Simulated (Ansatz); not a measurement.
# By hand: formation energy of AgCl (rock salt, Fm-3m) from the elements

We look at the formation energy of AgCl (rock salt, Fm-3m) from the elements. Reaction: Ag (fcc) + 1/2 Cl2 (gas) → AgCl (rock salt). Negative: the products are lower in energy. The value is per atom of the solid.

AgCl (rock salt, Fm-3m), 2 atoms in the cell. Conventional cell: a = b = c = 5.6120 Å, α = β = γ = 90.00°.

Method: Ansatz (a quantum-chemistry and plane-wave program), PAW, neutral cells at 0 K with nuclei at rest, on structures from PBE. Ansatz runs with its default PAW set. Other levels take these structures. The lattices are those relaxed with PBE, so at other levels the solids can be strained, which adds to the spread. A dispersion term (D3(BJ), or D4 for r2SCAN) was computed beside these levels and is taken off wherever the name lacks it.

Total energies of the cells in eV, at zero smearing width. They compare only within one column; the weights balance every element.

```json
[
 {"cell": "AgCl (rock salt)", "atoms": "2", "weight": "+2", "r2SCAN": "-8688.73848", "PBEsol": "-8583.75357"},
 {"cell": "Ag (fcc)", "atoms": "1", "weight": "−2", "r2SCAN": "-7603.94029", "PBEsol": "-7522.22179"},
 {"cell": "Cl2 (gas)", "atoms": "2", "weight": "−1", "r2SCAN": "-2167.03331", "PBEsol": "-2121.42154"}
]
```

r2SCAN: 2 × (-8688.73848) − 2 × (-7603.94029) − (-2167.03331) = -2.563 eV; dividing by 4 atoms gives -0.64 eV/atom.

PBEsol: 2 × (-8583.75357) − 2 × (-7522.22179) − (-2121.42154) = -1.642 eV; dividing by 4 atoms gives -0.41 eV/atom.

What follows from the r2SCAN value: A formula unit of AgCl has 2 atoms, so it forms with -0.6408 × 2 = -1.282 eV, or -123.7 kJ/mol at 96.485 kJ/mol per eV.
